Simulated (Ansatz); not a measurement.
Consider the following.

End structure of a constructed model of the (100) surface of rock-salt TaC, a layer of Ag, one atom over each Ta (bottom of the slab: a bare face, its two planes held):

```xyz
13
Lattice="3.1647 0.0000 0.0000 0.0000 3.1647 0.0000 0.0000 0.0000 30.5000" Properties=species:S:1:pos:R:3 pbc="T T T"
C      0.0000     0.0000     8.0205
Ta     1.5824     1.5824     8.0205
C      1.5824     1.5824    10.2583
Ta     0.0000     0.0000    10.2583
C      0.0000     0.0000    12.5041
Ta     1.5824     1.5824    12.4753
C      1.5824     1.5824    14.6960
Ta     0.0000     0.0000    14.7559
C      0.0000     0.0000    16.9910
Ta     1.5824     1.5824    16.9285
C      1.5824     1.5824    19.2155
Ta     0.0000     0.0000    19.1157
Ag     0.0000     0.0000    22.0339
```

Slab: 13 atoms, 14.5 Å thick at the start; k 12x12x1, smearing 0.1 eV, dipole-corrected; 4 atoms held, the rest relaxed; held to the start's symmetry, so lower structures may exist; no spin, no spin-orbit, no U. In PBE it lies 0.27 eV a 1x1 cell over the lowest computed structure of the same composition (a layer of Ag, one atom over each C).

### Question
What work function of the top face does Ansatz (a program for electronic structure) with PBE give?

### Answer
4.11 eV
